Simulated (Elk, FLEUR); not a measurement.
A FLEUR input for a self-consistent single point of CsSiI3 (R3m, 5 atoms in the cell) (DFT, LDA (Perdew-Zunger), all-electron FLAPW (FLEUR), scalar-relativistic valence):

Input of the input generator:

```
CsSiI3
&input film=f /
0.6916511123 0.3993249559 0.6017959109
-0.6916511123 0.3993249559 0.6017959109
0.0000000000 -0.7986499118 0.6017959109
11.5908072039
1.0 1.0 1.0

5
55 0.0010100000 0.0010100000 0.0010100000
14 0.4626600000 0.4626600000 0.4626600000
53 0.5018750000 0.5018750000 0.0293900000
53 0.0293900000 0.5018750000 0.5018750000
53 0.5018750000 0.0293900000 0.5018750000

&comp jspins=1 /
&exco xctyp='pz' /
&kpt div1=4 div2=4 div3=4 gamma=t /
&end /
```

```xml
<?xml version="1.0" encoding="UTF-8" standalone="no"?>
<fleurInput fleurInputVersion="0.39">
   <comment>
      CsSiI3                                                                                              
   </comment>
   <calculationSetup>
      <cutoffs Kmax="4.3" Gmax="17.2" GmaxXC="17.2" numbands="0"/>
      <scfLoop itmax="100" minDistance="0.00001" maxIterBroyd="40" imix="Anderson" alpha="0.05" precondParam="0.0" spinf="2.0"/>
      <coreElectrons ctail="T" frcor="F" kcrel="0" coretail_lmax="0"/>
      <xcFunctional name="pz" relativisticCorrections="F"/>
      <magnetism jspins="1"/>
      <soc l_soc="F" theta="0.0" phi="0.0" spav="F"/>
      <expertModes spex="0" secvar="F"/>
      <geometryOptimization l_f="T" forcealpha="1.0" forcemix="BFGS" epsdisp="0.00001" epsforce="0.00001"/>
      <ldaU l_linMix="F" mixParam="0.05" spinf="1.0"/>
   </calculationSetup>
   <cell>
      <bzIntegration valenceElectrons="64.0" mode="hist" fermiSmearingEnergy="0.00183747">
         <kPointListSelection listName="default-1"/>
         <!-- k-points included here -->
         <xi:include xmlns:xi="http://www.w3.org/2001/XInclude" href="kpts.xml"> </xi:include>
      </bzIntegration>
      <!-- symmetry operations included here -->
      <xi:include xmlns:xi="http://www.w3.org/2001/XInclude" href="sym.xml"> </xi:include>
      <bulkLattice scale="1.0">
         <bravaisMatrix>
            <row-1>    8.0167946950322886     4.6284985755427703     6.9753003793372823</row-1>
            <row-2>   -8.0167946950322886     4.6284985755427703     6.9753003793372823</row-2>
            <row-3>    0.0000000000000000    -9.2569971510855407     6.9753003793372823</row-3>
         </bravaisMatrix>
      </bulkLattice>
   </cell>
   <atomSpecies>
      <species name="Cesium (Cs)" element="Cs" atomicNumber="55">
         <mtSphere radius="2.68" gridPoints="925" logIncrement="0.014"/>
         <atomicCutoffs lmax="10" lnonsphr="8"/>
         <electronConfig flipSpins="F">
            <coreConfig>(1s1/2) (2s1/2) (2p1/2) (2p3/2) (3s1/2) (3p1/2) (3p3/2) (4s1/2) (3d3/2) (3d5/2) (4p1/2) (4p3/2) (4d3/2) (4d5/2)</coreConfig>
            <valenceConfig>(5s1/2) (5p1/2) (5p3/2) (6s1/2)</valenceConfig>
            <stateOccupation state="(6s1/2)" spinUp="0.5" spinDown="0.5"/>
         </electronConfig>
         <energyParameters s="6" p="6" d="5" f="4"/>
         <lo type="SCLO" l="0" n="5" eDeriv="0"/>
         <lo type="SCLO" l="1" n="5" eDeriv="0"/>
      </species>
      <species name="Silicon (Si)" element="Si" atomicNumber="14">
         <mtSphere radius="1.85" gridPoints="639" logIncrement="0.018"/>
         <atomicCutoffs lmax="8" lnonsphr="6"/>
         <electronConfig flipSpins="F">
            <coreConfig>(1s1/2) (2s1/2) (2p1/2) (2p3/2)</coreConfig>
            <valenceConfig>(3s1/2) (3p1/2) (3p3/2)</valenceConfig>
            <stateOccupation state="(3p1/2)" spinUp="0.3333333333333" spinDown="0.3333333333333"/>
            <stateOccupation state="(3p3/2)" spinUp="0.6666666666667" spinDown="0.6666666666667"/>
         </electronConfig>
         <energyParameters s="3" p="3" d="3" f="4"/>
      </species>
      <species name="Iodine (I)" element="I" atomicNumber="53">
         <mtSphere radius="2.68" gridPoints="925" logIncrement="0.014"/>
         <atomicCutoffs lmax="10" lnonsphr="8"/>
         <electronConfig flipSpins="F">
            <coreConfig>(1s1/2) (2s1/2) (2p1/2) (2p3/2) (3s1/2) (3p1/2) (3p3/2) (4s1/2) (3d3/2) (3d5/2) (4p1/2) (4p3/2)</coreConfig>
            <valenceConfig>(5s1/2) (4d3/2) (4d5/2) (5p1/2) (5p3/2)</valenceConfig>
            <stateOccupation state="(5p1/2)" spinUp="0.8333333333333" spinDown="0.8333333333333"/>
            <stateOccupation state="(5p3/2)" spinUp="1.6666666666667" spinDown="1.6666666666667"/>
         </electronConfig>
         <energyParameters s="5" p="5" d="5" f="4"/>
         <lo type="SCLO" l="2" n="4" eDeriv="0"/>
      </species>
   </atomSpecies>
   <atomGroups>
      <atomGroup species="Cesium (Cs)">
         <relPos label="                   1">.0010100000 .0010100000 .0010100000</relPos>
         <force calculate="T" relaxXYZ="TTT"/>
      </atomGroup>
      <atomGroup species="Silicon (Si)">
         <relPos label="                   2">.4626600000 .4626600000 .4626600000</relPos>
         <force calculate="T" relaxXYZ="TTT"/>
      </atomGroup>
      <atomGroup species="Iodine (I)">
         <relPos label="                   3">-.4981250000 -.4981250000 .0293900000</relPos>
         <relPos label="                   4">.0293900000 -.4981250000 -.4981250000</relPos>
         <relPos label="                   5">-.4981250000 .0293900000 -.4981250000</relPos>
         <force calculate="T" relaxXYZ="TTT"/>
      </atomGroup>
   </atomGroups>
   <output dos="F" band="F" slice="F">
      <checks vchk="F" cdinf="F"/>
      <bandDOS minEnergy="-.5*Htr" maxEnergy="0.5*Htr" sigma="0.015" storeEVData="T"/>
      <vacuumDOS vacdos="F" integ="F" star="F" nstars="0" locx1="0.0" locy1="0.0" locx2="0.0" locy2="0.0" nstm="0" tworkf="0.0"/>
      <unfoldingBand unfoldBand="F" supercellX="1" supercellY="1" supercellZ="1"/>
      <plotting iplot="0" polar="F">
         <plot TwoD="T" vec1="  1.0  0.0  0.0" vec2="  0.0  1.0  0.0" vec3="  0.0  0.0  1.0" zero="  0.0  0.0  0.0" file="plot"/>
      </plotting>
      <chargeDensitySlicing numkpt="0" minEigenval="0.0" maxEigenval="0.0" nnne="0" pallst="F"/>
      <specialOutput eonly="F"/>
      <magneticCircularDichroism mcd="F" energyLo="-10.0" energyUp="0.0"/>
   </output>
  <!-- We include the file relax.xml here to enable relaxations (see documentation) -->
  <xi:include xmlns:xi="http://www.w3.org/2001/XInclude" href="relax.xml"> <xi:fallback/> </xi:include>
</fleurInput>
```

Task: Give the Elk input for the same structure, mesh, smearing and functional.

Result: This is the input that was run; spellings and numerical settings could be chosen otherwise.

```
tasks
  0

xctype
  3

tforce
  .true.

rgkmax
  8.0

gmaxvr
  18.0

lmaxapw
  10

lmaxo
  8

nxlo
  2

lorbcnd
  .true.

lradstp
  2

nrmtscf
  2.0

lmaxi
  4

stype
  3

swidth
  0.00183747

scale
  11.5908072

avec
    0.6916511123    0.3993249559    0.6017959109
   -0.6916511123    0.3993249559    0.6017959109
    0.0000000000   -0.7986499118    0.6017959109

sppath
  './'

atoms
  3   : nspecies
  'Cs.in'   : spfname
  1   : natoms; atposl, bfcmt below
  0.0010100000  0.0010100000  0.0010100000    0.0 0.0 0.0
  'Si.in'   : spfname
  1   : natoms; atposl, bfcmt below
  0.4626600000  0.4626600000  0.4626600000    0.0 0.0 0.0
  'I.in'   : spfname
  3   : natoms; atposl, bfcmt below
  0.5018750000  0.5018750000  0.0293900000    0.0 0.0 0.0
  0.0293900000  0.5018750000  0.5018750000    0.0 0.0 0.0
  0.5018750000  0.0293900000  0.5018750000    0.0 0.0 0.0

ngridk
  4 4 4
```

Basis, cutoffs, solver keys and any potentials are the target program's own. This input uses DFT, LDA (PW92), all-electron FP-LAPW, Elk's shipped species files, APW+lo basis with extra local orbitals. LDA parametrisations can differ slightly between programs.

The starting cell comes from a database of computed structures (which also holds hypothetical and non-ambient phases and stackings), without a prior relaxation at this level.
